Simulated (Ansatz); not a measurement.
Start from PdCl$_{2}$ in the fluorite structure (space group Fm-3m, No. 225; a = 6.1659 Å; ferromagnetic; a hypothetical phase, not in the database extracts checked; relaxed with 0.1 eV smearing). Axes: x, y, z lie along the cube axes.

Method: Ansatz (a program for electronic structure), PBEsol, PAW, cutoff 420 eV, no spin-orbit coupling.

Base values:

| Quantity | Result |
|---|---|
| Largest site moment | 0.95 μB |
| Shortest interatomic distance | 267.0 pm |

Perturbation: uniaxial strain ε_zz = +3.08 %, all other strain components held at zero; the atoms relax in the strained cell.

**Question.** Estimate the effect on the stress.

**Answer.** The stress (xx, yy, zz, yz, xz, xy; compression positive) comes out as (-1.0, -1.0, -3.9, 0.0, 0.0, 0.0) GPa.

**Question.** Estimate the effect on the energy relative to the base.

**Answer.** The energy increases by 7.5 meV/atom.

**Question.** Estimate the effect on the largest site moment.

**Answer.** The largest site moment stays essentially unchanged (0.95 μB against 0.97 μB).

**Question.** What happens to the shortest interatomic distance?

**Answer.** The shortest interatomic distance increases by 2.8 pm to 269.8 pm.

The magnetic state is the one reached from the starting moments; the real material's order can differ, and small cells can't hold many antiferromagnetic ones. Stability against distortions was not tested. No Hubbard U is applied, and correlation can decide whether such a compound is a metal.
